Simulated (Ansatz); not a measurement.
**ZnSe under load (space group I-4m2): band-edge transport data**

```
ZnSe
1.0
    0.00000     2.86891     2.78996
    2.86891     0.00000     2.78996
    2.86891     2.86891     0.00000
Zn Se
1 1
Cartesian
  0.00000   0.00000   0.00000
  4.30337   4.30337   4.18493
```

Calculation: r2SCAN with spin-orbit coupling, rigid bands (plane waves, PAW; Ansatz, a quantum-chemistry and plane-wave program). Condition of this run: biaxial stress xx = yy = -1 GPa (compression positive) (the target of the relaxation). Geometry: cell and atoms relaxed with r2SCAN, then loaded as said.

```
Item                                                                                                                                                               Value
---------------------------------------------------------------------------------------------------------------------------------------  -------------------------------
band gap                                                                                                                                                         1.66 eV
electron conductivity mass (300 K, dilute)                                                                                                                      0.131 mₑ
hole conductivity mass (300 K, dilute)                                                                                                   0.71 (x), 0.71 (y), 0.50 (z) mₑ
effective density of states N_c (300 K)                                                                                                                      1.2e18 cm⁻³
effective density of states N_v (300 K)                                                                                                                      1.1e19 cm⁻³
density-of-states mass, electrons                                                                                                                               0.130 mₑ
density-of-states mass, holes                                                                                                                                    0.57 mₑ
Seebeck coefficient, n-type 1e19 cm⁻³, 300 K                                                                                                                    -80 μV/K
Seebeck coefficient, p-type 1e19 cm⁻³, 300 K                                                                                                                    273 μV/K
best p-type power factor at 300 K for τ = 10 fs (best axis; densities from 1e16 to 1e21 cm⁻³ tried, whether or not they can be reached)      7.1 μW/(cm·K²) at 3e20 cm⁻³
```

Rigid bands; masses and Seebeck coefficients take one relaxation time τ for all states and one kind of carrier; polarons and phonon drag are left out.
